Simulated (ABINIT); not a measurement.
A self-consistent single point of Na2ScAgF6 (Fm-3m, 10 atoms in the cell) with ABINIT.

Level of theory: PBEsol, PAW (JTH v2.0 PBE PAW, files made for PBE) (plane waves; ABINIT).

The change in words: lattice scaled by 1.015. Reference geometry:
```yaml
crystal:
  lattice:
    - [0.00000, 4.42735, 4.42735]
    - [4.42735, 0.00000, 4.42735]
    - [4.42735, 4.42735, 0.00000]
  atoms:
    - { symbol: Na, position: [0.75000, 0.75000, 0.75000] }
    - { symbol: Na, position: [0.25000, 0.25000, 0.25000] }
    - { symbol: Sc, position: [0.00000, 0.00000, 0.00000] }
    - { symbol: Ag, position: [0.50000, 0.50000, 0.50000] }
    - { symbol: F, position: [0.77084, 0.22916, 0.22916] }
    - { symbol: F, position: [0.22916, 0.77084, 0.77084] }
    - { symbol: F, position: [0.22916, 0.77084, 0.22916] }
    - { symbol: F, position: [0.77084, 0.22916, 0.77084] }
    - { symbol: F, position: [0.22916, 0.22916, 0.77084] }
    - { symbol: F, position: [0.77084, 0.77084, 0.22916] }
```

Reference input (self-consistent single point, DFT, PBEsol, plane waves, PAW (JTH v2.0 PBE PAW, files made for PBE)): pseudos = [Na.GGA_PBE-JTH.xml, Sc.GGA_PBE-JTH.xml, Ag.GGA_PBE-JTH.xml, F.GGA_PBE-JTH.xml]; ecut = 30 Ha; pawecutdg = 60 Ha; pawxcdev = 0; ixc = -116133; occopt = 1; ngkpt = 3 3 3; nshiftk = 1; shiftk = 0 0 0; potentials = JTH v2.0 PBE PAW; nband = 44; kptopt = 1. This run's input differs from it in these lines:

```diff
@@ -3,3 +3,3 @@
 pseudos "Na.GGA_PBE-JTH.xml, Sc.GGA_PBE-JTH.xml, Ag.GGA_PBE-JTH.xml, F.GGA_PBE-JTH.xml"
-acell 11.8319960289 11.8319960289 11.8319960289
+acell 12.0094751810 12.0094751810 12.0094751810
 rprim
@@ -13,12 +13,12 @@
 xcart
-        12.5497269406   12.5497269406   12.5497269406
-         4.1832423135    4.1832423135    4.1832423135
+        12.7379720085   12.7379720085   12.7379720085
+         4.2459906695    4.2459906695    4.2459906695
          0.0000000000    0.0000000000    0.0000000000
-         8.3664846270    8.3664846270    8.3664846270
-         3.8345272343    8.3664846270    8.3664846270
-        12.8984420198    8.3664846270    8.3664846270
-         8.3664846270    3.8345272343    8.3664846270
-         8.3664846270   12.8984420198    8.3664846270
-         8.3664846270    8.3664846270    3.8345272343
-         8.3664846270    8.3664846270   12.8984420198
+         8.4919813390    8.4919813390    8.4919813390
+         3.8920448873    8.4919813390    8.4919813390
+        13.0919177907    8.4919813390    8.4919813390
+         8.4919813390    3.8920448873    8.4919813390
+         8.4919813390   13.0919177907    8.4919813390
+         8.4919813390    8.4919813390    3.8920448873
+         8.4919813390    8.4919813390   13.0919177907
 ecut 30
```

The program printed (abridged):

```
--- !BeginCycle
solver: {iscf: 17, nstep: 50, nline: 4, wfoptalg: 10, }
tolerances: {toldfe: 1.00E-09, }
...

     iter   Etot(hartree)      deltaE(h)  residm     nres2
 ETOT  1  -319.50293315597    -3.195E+02 4.738E+00 1.521E+03
 ETOT  2  -331.36103537175    -1.186E+01 4.235E+00 2.985E+03
 ETOT  3  -329.19254466974     2.168E+00 2.775E+00 1.077E+03
 ETOT  4  -328.52139601255     6.711E-01 3.492E-01 4.645E+02
 ETOT  5  -328.21357284635     3.078E-01 7.484E-02 3.242E+02
   [... 20 lines left out ...]
 ETOT 26  -327.56643313073     3.166E-09 2.364E-06 6.880E-07
 ETOT 27  -327.56643313203    -1.301E-09 4.279E-06 4.758E-07
 ETOT 28  -327.56643313178     2.461E-10 6.607E-07 8.127E-09
 ETOT 29  -327.56643313180    -1.796E-11 5.083E-07 6.551E-09
 At SCF step   29, etot is converged :
  for the second time, diff in etot=  1.796E-11 < toldfe=  1.000E-09

 Cartesian components of stress tensor (hartree/bohr^3)
  sigma(1 1)=  1.97824153E-04  sigma(3 2)=  0.00000000E+00
  sigma(2 2)=  1.97824153E-04  sigma(3 1)=  0.00000000E+00
  sigma(3 3)=  1.97824153E-04  sigma(2 1)=  0.00000000E+00

 ----iterations are completed or convergence reached----

 reduced coordinates (array xred) for   10 atoms
       0.750000000000      0.750000000000      0.750000000000
       0.250000000000      0.250000000000      0.250000000000
       0.000000000000      0.000000000000      0.000000000000
       0.500000000000      0.500000000000      0.500000000000
       0.770839999995      0.229160000005      0.229160000005
       0.229160000005      0.770839999995      0.770839999995
   [... lines left out ...]
 Fermi (or HOMO) energy (hartree) =  -0.02115   Average Vxc (hartree)=  -0.29261
 Fermi (or HOMO) energy (eV) =  -0.57541   Average Vxc (eV)=  -7.96243
   [... lines left out ...]
local_psp           : -3.07095513937576E+02
total_energy        : -3.27566464734504E+02
total_energy_eV     : -8.91353681155375E+03
...

-Cartesian components of stress tensor (GPa)         [Pressure= -5.8202E+00 GPa]
- sigma(1 1)=  5.82018654E+00  sigma(3 2)=  0.00000000E+00
- sigma(2 2)=  5.82018654E+00  sigma(3 1)=  0.00000000E+00
- sigma(3 3)=  5.82018654E+00  sigma(2 1)=  0.00000000E+00

 Calculation completed.
```

The run converged in 29 iterations. Against the reference run the free energy goes up by 21.3 meV/atom, the pressure goes from -3.97 to -5.82 GPa, the largest force goes from 0.219 to 0.471 eV/Å and the gap on the mesh goes from 2.125 to 2.213 eV.

The starting cell comes from a database of computed structures (which also holds hypothetical and non-ambient phases and stackings), without a prior relaxation at this level. Its lattice was rescaled by a random factor within 2.5 % of one. For this run, on top of that: lattice scaled by 1.015. The potentials were made for another functional than the one used.

Cost on one core of a shared machine: roughly 7 min.
